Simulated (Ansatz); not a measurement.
## How the band gap of Ga2O3 (model structure, started from the A-La2O3 type, P-3m1, No. 164, 5 atoms in the cell) moves with the method

No measured value is used here.

| level (code) | value (eV) | cell (Å³/atom) |
|---|---|---|
| LDA (Ansatz) | 2.42 (direct) | 10.08 |
| PBEsol+SOC (Ansatz) | (withheld) | 10.82 |
| r²SCAN+SOC (Ansatz) | 3.14 (direct) | 10.82 |
| dielectric-dependent PBEsol hybrid (Ansatz) | 4.80 (direct) | 10.82 |
| PBE0 (Ansatz) | 4.91 (direct) | 10.82 |

Task: What belongs in the gaps?

Result: 
- PBEsol+SOC (Ansatz, a quantum-chemistry and plane-wave program), value (eV): 2.47 (direct)

Computed values are for a static lattice. Spin–orbit coupling is included only where a level's name says +SOC; with heavier elements it mostly lowers gaps and can invert bands.  Dielectric-dependent PBEsol hybrid, PBE0: the gap is read on the k mesh or supercell of the run alone and can be too large. Values are at the PBEsol cell; LDA at the level's own relaxed cell. Cutoffs and k meshes differ between the levels. Ansatz's density-functional and Hartree–Fock values are scalar-relativistic unless marked +SOC, with PAW data made under PBE.

A model structure was made by putting elements into a prototype or built by hand; it is no filed structure, need not be a known phase, and can be a saddle point held by its symmetry.
